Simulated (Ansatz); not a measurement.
Start from an 8-atom supercell of Ta in the bcc (W type) structure (space group Im-3m, No. 229; a = 3.320 Å) at its relaxed geometry.

All numbers come from PBE (Ansatz, a first-principles code), no SOC.

One neutral defect a cell, atoms relaxed at fixed cell.

One change was made to it. Results:

The pressure rises by 17.3 GPa to 17.2 GPa; the largest displacement of a host atom from its site in the perfect cell comes out as 0.23 Å.

Task: Which of these changes matches the shifts?
A) Zr on a Ta site
B) Li interstitial (started 1.75 Å from the nearest host atom)
C) Mn on a Ta site, symmetric start
D) Ta vacancy, symmetric start

Result: B, Li interstitial (started 1.75 Å from the nearest host atom). For comparison, the pressure in the other runs: Ta vacancy, symmetric start gives -7.5 GPa; Zr on a Ta site gives 4.6 GPa; Mn on a Ta site, symmetric start gives -9.2 GPa.

The magnetic state is the one reached from the starting moments; the real material's order can differ, and small cells can't hold many antiferromagnetic ones. The cell is small, so the values are those of an ordered compound at a high defect concentration; dilute-limit values will differ. Defects with a symmetric start kept the site's symmetry and may sit on a saddle; the others started slightly shaken. Spin-polarised in the final run: Mn on a Ta site; the other runs are not. An odd electron count without spin: LiTa8 and ZrTa7.
